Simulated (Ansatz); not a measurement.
The starting structures come from a database of crystals and need not be the phases stable at ambient conditions.

The decay constant κ of evanescent states in the gap governs leakage through a thin film.

Here is the system:

```
N2OSi2
1.0
    5.12330     0.00000     0.00000
   -2.28378     4.58613     0.00000
    0.00000     0.00000     4.76144
Si N O
4 4 2
Direct
  0.67242   0.02668   0.27070
  0.32758   0.97332   0.77070
  0.02668   0.67242   0.27070
  0.97332   0.32758   0.77070
  0.65712   0.09564   0.61502
  0.34288   0.90436   0.11502
  0.09564   0.65712   0.61502
  0.90436   0.34288   0.11502
  0.79128   0.79128   0.22129
  0.20872   0.20872   0.72129
```

Space group of this cell: Cmc2_1. The cell is strained (all lengths scaled by 0.98); by PBEsol its mean pressure is 17.3 GPa.

Transport runs along the normal of the first two printed cell vectors.

The gap is the functional's own, uncorrected, and κ follows it; spin-orbit coupling is left out. Mid-gap values are interpolated between the computed energies.

### Question
State the band gap and the smallest decay constant κ at mid-gap according to Ansatz (a program for electronic structure) with PBEsol.

### Answer
Gap 5.36 eV on a 8×8×6 mesh; κ = 0.407 1/Å, at the zone centre.
